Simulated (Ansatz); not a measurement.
## CaF2, pressure series

Base system: CaF₂ in the fluorite structure (space group Fm-3m, No. 225; a = 5.511 Å).

Cell and atoms are relaxed at each pressure.

Computed with DFT with PBE, PAW potentials and a 420 eV plane-wave cutoff in Ansatz (a quantum-chemistry and plane-wave program), no spin-orbit coupling.

```json
[
 {"pressure (GPa)": "-2", "volume per atom (Å³/atom)": "14.334"},
 {"pressure (GPa)": "-1", "volume per atom (Å³/atom)": "14.132"},
 {"pressure (GPa)": "0", "volume per atom (Å³/atom)": "13.948"},
 {"pressure (GPa)": "0.3", "volume per atom (Å³/atom)": "13.895"},
 {"pressure (GPa)": "1.5", "volume per atom (Å³/atom)": "13.692"},
 {"pressure (GPa)": "3", "volume per atom (Å³/atom)": "13.459"},
 {"pressure (GPa)": "5", "volume per atom (Å³/atom)": "?"},
 {"pressure (GPa)": "7.5", "volume per atom (Å³/atom)": "12.866"},
 {"pressure (GPa)": "10", "volume per atom (Å³/atom)": "12.588"}
]
```

Fit the third-order Birch–Murnaghan form P(V) = (3B₀/2)[(V₀/V)^(7/3) − (V₀/V)^(5/3)]·[1 + (3/4)(B₀′ − 4)((V₀/V)^(2/3) − 1)] (squares taken in P) to the rows shown and predict the withheld row.

Least squares on the printed values gives V₀ = 13.948 Å³/atom, B₀ = 77.8 GPa, B₀′ = 4.4; this predicts 13.178 Å³/atom, and the run gives 13.178 Å³/atom, in agreement.

Load acts through the strain it causes; cell and atoms are relaxed under it. Whether these cells are dynamically stable was not tested. No other phases were tried under pressure.
